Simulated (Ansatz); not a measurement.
Results of PBEsol (PAW; Ansatz, a quantum-chemistry and plane-wave program) for InSb (model structure, started from the PtS type, P4₂/mmc, No. 131, 4 atoms in the cell).

Settings: plane-wave cutoff 520 eV, 14×14×8 k mesh (along the axes of the cell as run), Fermi–Dirac smearing 0.05 eV, scalar-relativistic PAW data made under PBE.

Cell (relaxed at this level):

```yaml
crystal:
  lattice:
    - [4.17231, 0.00000, 0.00000]
    - [0.00000, 4.17231, 0.00000]
    - [0.00000, 0.00000, 7.94020]
  atoms:
    - { symbol: In, position: [0.00000, 0.50000, 0.00000] }
    - { symbol: In, position: [0.50000, 0.00000, 0.50000] }
    - { symbol: Sb, position: [0.00000, 0.00000, 0.25000] }
    - { symbol: Sb, position: [0.00000, 0.00000, 0.75000] }
```

### Question
Estimate the bulk modulus that the calculation returns.

### Answer

- bulk modulus: 26.2 GPa

The run finds no gap.

Note: the bulk modulus is −V dP/dV from two relaxed cells at ±2 % in volume; the relaxation could raise the start's symmetry but not lower it, so the cell can be a saddle point.

Spin–orbit coupling is not included; it can open a gap where bands touch, and shift volumes and moduli.

Static lattice: no zero-point or thermal effects.

Cost on a shared machine: very roughly 5 core-minutes.

A model structure was made by putting elements into a prototype or built by hand; it is no filed structure, need not be a known phase, and can be a saddle point held by its symmetry.
